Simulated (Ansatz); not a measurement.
**CdF2: response to strain**

Take CdF$_{2}$ in the fluorite structure (space group Fm-3m, No. 225; a = 5.3840 Å) as the base. Axes: x, y, z lie along the cube axes.

Strains are applied to the cell and any free atomic positions relax; under biaxial strain the out-of-plane vector relaxes too.

Calculations: PBEsol/PAW in Ansatz (a first-principles code), no SOC.

Candidates:
(a) biaxial strain +0.50 %, plane normal [001], relaxed out of plane
(b) biaxial strain −1.00 %, plane normal [001], relaxed out of plane
(c) biaxial strain +3.00 %, plane normal [001], relaxed out of plane
(d) biaxial strain −2.00 %, plane normal [001], relaxed out of plane
(e) biaxial strain −1.50 %, plane normal [001], relaxed out of plane

Notes on the quantities. in-plane stress: mean in-plane stress (compression positive).

Question: Order them by in-plane stress, highest first.

Answer: (d) biaxial strain −2.00 %, plane normal [001], relaxed out of plane (+4.1 GPa), (e) biaxial strain −1.50 %, plane normal [001], relaxed out of plane (+3.1 GPa), (b) biaxial strain −1.00 %, plane normal [001], relaxed out of plane (+2.0 GPa), (a) biaxial strain +0.50 %, plane normal [001], relaxed out of plane (-1.0 GPa), (c) biaxial strain +3.00 %, plane normal [001], relaxed out of plane (-5.6 GPa)

Stability against distortions was not tested.
